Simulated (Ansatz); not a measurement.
A hypothetical phase is included: elements placed on a structure type, which no database files for this compound.

Tunnelling through a barrier is set by its complex band structure: the current falls as exp(−2κd) with the smallest κ.

```
CELL_PARAMETERS angstrom
      5.20034     0.00000     0.00000
      0.00000     5.75352     0.00000
      0.00000     0.00000     3.12503
ATOMIC_POSITIONS crystal
  Si 0.59672 0.84001 0.25000
  Si 0.09672 0.65999 0.75000
  Si 0.40328 0.15999 0.75000
  Si 0.90328 0.34001 0.25000
  C  0.60134 0.17832 0.25000
  C  0.10134 0.32168 0.75000
  C  0.39866 0.82168 0.75000
  C  0.89866 0.67832 0.25000
```

The cell was relaxed by PBE-D3(BJ).

Transport runs along the normal of the first two printed cell vectors.

No gap correction and no spin-orbit coupling; mid-gap is the computed energy nearest the middle.

**Question.** Give the band gap and the smallest decay constant κ at mid-gap that r2SCAN in Ansatz (a first-principles code) yields.

**Answer.** Gap 3.05 eV on a 6×6×10 mesh; κ = 0.256 1/Å, at (0.500, 0.500) of the in-plane reciprocal vectors. At the zone centre the slowest state has κ = 0.29 1/Å.
